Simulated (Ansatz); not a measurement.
TiAl3 (space group I4/mmm, No. 139)

TiAl3 is taken in the tetragonal space group I4/mmm (No. 139), Pearson symbol tI8. Conventional cell: a = b = 3.824 Å, c = 8.561 Å, α = β = γ = 90.00°. Al1 on 2b is coordinated by 4 Ti at 2.704 Å and 8 Al at 2.870 Å (cuboctahedral). Al2 on 4d is coordinated by 4 Al at 2.704 Å and 4 Al at 2.870 Å and 4 Ti at 2.870 Å (cuboctahedral). Ti on 2a is coordinated by 4 Al at 2.704 Å and 8 Al at 2.870 Å and 4 Ti at 3.824 Å. (Neighbours: up to the widest gap in distance over summed covalent radii, below 1.35, at either atom.)
(The calculation used a cell of 4 atoms; values per cell refer to that cell.)

Calculations: r2SCAN (Ansatz, an electronic-structure program; PAW; 500 eV plane waves; scalar-relativistic without spin-orbit coupling). Γ-centred 17×17×17 mesh, Fermi–Dirac width 0.05 eV.

```json
{
 "volume_per_atom": "15.65 Å³",
 "density": "3.42 g/cm³",
 "band_gap": "zero",
 "total_energy": "-1031.836 eV/atom (σ→0; compares only within this code and set-up)"
}
```

Stability against distortions was not tested. The final runs are not spin-polarised.
